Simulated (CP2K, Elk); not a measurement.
An Elk input for a self-consistent single point of CsYbF3 (Pm-3m, 5 atoms in the cell) (DFT, PBEsol, all-electron FP-LAPW, Elk's shipped species files, default APW+lo basis):

```
tasks
  0

xctype
  22

rgkmax
  7.0

rmtscf
  0.83

stype
  3

swidth
  0.00183747

scale
  8.520378254

avec
    1.0000000000    0.0000000000    0.0000000000
    0.0000000000    1.0000000000    0.0000000000
    0.0000000000    0.0000000000    1.0000000000

sppath
  'species/'

atoms
  3   : nspecies
  'Cs.in'   : spfname
  1   : natoms; atposl, bfcmt below
  0.0000000000  0.0000000000  0.0000000000    0.0 0.0 0.0
  'Yb.in'   : spfname
  1   : natoms; atposl, bfcmt below
  0.5000000000  0.5000000000  0.5000000000    0.0 0.0 0.0
  'F.in'   : spfname
  3   : natoms; atposl, bfcmt below
  0.0000000000  0.5000000000  0.5000000000    0.0 0.0 0.0
  0.5000000000  0.0000000000  0.5000000000    0.0 0.0 0.0
  0.5000000000  0.5000000000  0.0000000000    0.0 0.0 0.0

ngridk
  6 6 6
```

Q: Translate this input to CP2K.

A: This is the input that was run; spellings and numerical settings could be chosen otherwise.

```
&GLOBAL
  PROJECT scf
  RUN_TYPE ENERGY_FORCE
  PRINT_LEVEL MEDIUM
&END GLOBAL
&FORCE_EVAL
  METHOD Quickstep
  STRESS_TENSOR ANALYTICAL
  &DFT
    BASIS_SET_FILE_NAME BASIS_MOLOPT
    BASIS_SET_FILE_NAME BASIS_MOLOPT_UCL
    POTENTIAL_FILE_NAME GTH_POTENTIALS
    &QS
      METHOD GPW
      EPS_DEFAULT 1E-10
    &END QS
    &MGRID
      CUTOFF 800
      REL_CUTOFF 60
      NGRIDS 5
    &END MGRID
    &SCF
      SCF_GUESS ATOMIC
      EPS_SCF 1E-6
      MAX_SCF 100
      ADDED_MOS 10
      &DIAGONALIZATION
        ALGORITHM STANDARD
      &END DIAGONALIZATION
      &MIXING
        METHOD BROYDEN_MIXING
        ALPHA 0.4
        NBUFFER 8
        BETA 1
      &END MIXING
      &SMEAR ON
        METHOD FERMI_DIRAC
        ELECTRONIC_TEMPERATURE [K] 580.23
      &END SMEAR
    &END SCF
    &KPOINTS
      SCHEME MONKHORST-PACK 6 6 6
      GAMMA_CENTERED T
    &END KPOINTS
    &XC
      &XC_FUNCTIONAL
        &PBE
          PARAMETRIZATION PBESOL
        &END PBE
      &END XC_FUNCTIONAL
    &END XC
    &PRINT
      &MO
        EIGENVALUES T
        OCCUPATION_NUMBERS T
        NDIGITS 8
        FILENAME mo
        &EACH
          QS_SCF 0
        &END EACH
        ADD_LAST NUMERIC
      &END MO
      &MULLIKEN ON
      &END MULLIKEN
    &END PRINT
  &END DFT
  &SUBSYS
    &CELL
      A 4.50879000 0.00000000 0.00000000
      B 0.00000000 4.50879000 0.00000000
      C 0.00000000 0.00000000 4.50879000
      PERIODIC XYZ
    &END CELL
    &COORD
      SCALED
      Cs       0.00000000     0.00000000     0.00000000
      Yb       0.50000000     0.50000000     0.50000000
      F        0.00000000     0.50000000     0.50000000
      F        0.50000000     0.00000000     0.50000000
      F        0.50000000     0.50000000     0.00000000
    &END COORD
    &KIND Cs
      BASIS_SET DZVP-MOLOPT-SR-GTH
      POTENTIAL GTH-PBE-q9
    &END KIND
    &KIND Yb
      BASIS_SET DZVP-MOLOPT-SR-GTH
      POTENTIAL GTH-PBE-q24
    &END KIND
    &KIND F
      BASIS_SET DZVP-MOLOPT-SR-GTH
      POTENTIAL GTH-PBE-q7
    &END KIND
  &END SUBSYS
  &PRINT
    &FORCES ON
    &END FORCES
    &STRESS_TENSOR ON
    &END STRESS_TENSOR
  &END PRINT
&END FORCE_EVAL
```

Basis settings and potentials, where a program has them, do not carry over. This input uses DFT PBEsol, GPW, DZVP-MOLOPT-SR-GTH basis, GTH-PBE potentials (GTH_POTENTIALS).

The starting cell comes from a database of computed structures (which also holds hypothetical and non-ambient phases and stackings), without a prior relaxation at this level.
